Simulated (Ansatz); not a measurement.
We consider BeAl3 (model structure, started from the Cu3Au type, Pm-3m, No. 221, 4 atoms in the cell), described by PBE (Ansatz, an electronic-structure program, PAW).

Settings: plane-wave cutoff 520 eV, 14×14×14 k mesh, Fermi–Dirac smearing 0.05 eV, scalar-relativistic PAW data made under PBE.

Cell (relaxed at this level):

```yaml
crystal:
  lattice:
    - [3.88163, 0.00000, 0.00000]
    - [0.00000, 3.88163, 0.00000]
    - [0.00000, 0.00000, 3.88163]
  atoms:
    - { symbol: Al, position: [0.00000, 0.50000, 0.50000] }
    - { symbol: Al, position: [0.50000, 0.50000, 0.00000] }
    - { symbol: Al, position: [0.50000, 0.00000, 0.50000] }
    - { symbol: Be, position: [0.00000, 0.00000, 0.00000] }
```

Question: What does this level give for the bulk modulus?

Answer: 
* **bulk modulus**: 88.3 GPa

The run finds no gap.

Note: the bulk modulus is −V dP/dV from two relaxed cells at ±2 % in volume; the relaxation could raise the start's symmetry but not lower it, so the cell can be a saddle point.

Static lattice: no zero-point or thermal effects.

The result took very roughly 40 core-seconds.

A model structure was made by putting elements into a prototype or built by hand; it is no filed structure, need not be a known phase, and can be a saddle point held by its symmetry.
